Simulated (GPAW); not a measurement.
Troubleshooting GPAW: a failed run on Li2Sn5 (P4/mbm, 14 atoms in the cell). The aim is a self-consistent single point with DFT PBEsol, plane waves, GPAW PAW datasets PBEsol (made by gpaw-setup).

Cell that was meant: a = 10.4797 Å, b = 10.4797 Å, c = 3.1637 Å, α = 90.00°, β = 90.00°, γ = 90.00°.

Part of the input:

```python

calc = GPAW(mode=PW(600),
            xc='PBEsol',
            setups={'Sn': 'd'},
            kpts={'size': (2, 2, 5), 'gamma': True},
            occupations={'name': 'methfessel-paxton', 'width': 0.272, 'order': 0},
            nbands=-20,
```

Output (repeated stretches shortened):

```
Input parameters:
  convergence: {forces: 0.001}
  kpts: {gamma: True,
         size: (2, 2, 5)}
  maxiter: 120
  mode: {ecut: 600.0,
         name: pw}
  nbands: -20
  occupations: {name: methfessel-paxton,
                order: 0,
                width: 0.272}
  setups: {Sn: d}
  symmetry: {symmorphic: False,
             tolerance: 0.0005}
  xc: PBEsol

Traceback (most recent call last):
   [... frames left out ...]
FileNotFoundError: Could not find required PAW dataset file "Sn.d.PBEsol".

You need to set the GPAW_SETUP_PATH environment variable to point to
the directories where PAW dataset and basis files are stored.  See
https://gpaw.readthedocs.io/install.html#install-paw-datasets
for details.
```

**Question.** Read the log: what does the program object to, and what is the fix?

**Answer.** The fault is a potential or basis that cannot be found. The input names a file or set that is not where the program looks, or that does not exist under that name. To fix it, correct the name or place the file. The program stopped before any SCF iteration.

The sound input it was made from differs as follows (other fixes are possible):
```diff
-            setups={'Sn': 'd'},
```

With that input, the run converged in 25 iterations: free energy E − TS (from the program's reference atoms) -55.7085 eV; Fermi level (on the code's own zero) 5.35 eV; pressure -2.96 GPa; largest force (vector length) 0.112 eV/Å (DFT PBEsol, plane waves, GPAW PAW datasets PBEsol (made by gpaw-setup)).

On the sound input: the starting cell comes from a database of computed structures (which also holds hypothetical and non-ambient phases and stackings), without a prior relaxation at this level. Its lattice was rescaled by a random factor within 2.5 % of one. Without a gap this mesh is coarse (it stands for a supercell whose shortest vector is 16 Å).
